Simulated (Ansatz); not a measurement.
Results of LDA (plane waves, PAW; Ansatz, a first-principles code) for SnO (within 0.1 Å of Cmce, No. 64, 8 atoms in the cell; start mp-1078644; a measured phase of this formula has another space group).

Run with plane-wave cutoff 500 eV, 12×12×4 k mesh (along the axes of the cell as run), gaussian smearing 0.02 eV, scalar-relativistic PAW data made under PBE.

Cell (relaxed at this level):

SnO is modelled in the orthorhombic space group Cmce (No. 64), Pearson symbol oS16. Cell: a = 4.497 Å, b = 4.998 Å, c = 11.782 Å, α = β = γ = 90.00°. Sn on 8f is coordinated by 2 O at 2.132–2.178 Å and 2 O at 2.375 Å. O on 8f is surrounded by 2 Sn at 2.132–2.178 Å and 2 Sn at 2.375 Å. (Neighbours: up to the widest gap in distance over summed covalent radii, below 1.35, at either atom; cation-cation and far metal-metal contacts left out.)
(The calculation used a cell of 8 atoms; values per cell refer to that cell.)

### Question
Predict the band gap.

### Answer

band gap: 1.25 eV (on the SCF k mesh)

Spin–orbit coupling is not included.

Static lattice: no zero-point or thermal effects.

The result took about 6 core-minutes (a rough figure).

A start named mp-… is a Materials Project structure, which need not be a measured phase.
